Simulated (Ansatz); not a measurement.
## GaSb (model structure, started from the CsCl type, Pm-3m, No. 221, 2 atoms in the cell)

Method: PBEsol (Ansatz, a first-principles code, PAW).

Settings: plane-wave cutoff 520 eV, 16×16×16 k mesh, Fermi–Dirac smearing 0.05 eV, scalar-relativistic PAW data made under PBE.

Cell (relaxed at this level):

```cif
data_GaSb
_chemical_formula_sum 'Ga1 Sb1'
_space_group_name_H-M_alt 'Pm-3m'
_space_group_IT_number 221
_space_group_name_Hall '-P 4 2 3'
_cell_length_a 3.54333
_cell_length_b 3.54333
_cell_length_c 3.54333
_cell_angle_alpha 90.000
_cell_angle_beta 90.000
_cell_angle_gamma 90.000
loop_
_atom_site_label
_atom_site_type_symbol
_atom_site_symmetry_multiplicity
_atom_site_Wyckoff_symbol
_atom_site_fract_x
_atom_site_fract_y
_atom_site_fract_z
_atom_site_occupancy
Ga1 Ga 1 a 0.00000 0.00000 0.00000 1
Sb1 Sb 1 b 0.50000 0.50000 0.50000 1
```

```json
{
  "band_gap": "none",
  "bulk modulus B0": "58.7 GPa"
}
```

Note: the bulk modulus is −V dP/dV from two relaxed cells at ±2 % in volume; the relaxation could raise the start's symmetry but not lower it, so the cell can be a saddle point.

Spin–orbit coupling is not included; it can open a gap where bands touch, and shift volumes and moduli.

Static lattice: no zero-point or thermal effects.

Computing time: around 50 core-seconds (rough).

A model structure was made by putting elements into a prototype or built by hand; it is no filed structure, need not be a known phase, and can be a saddle point held by its symmetry.
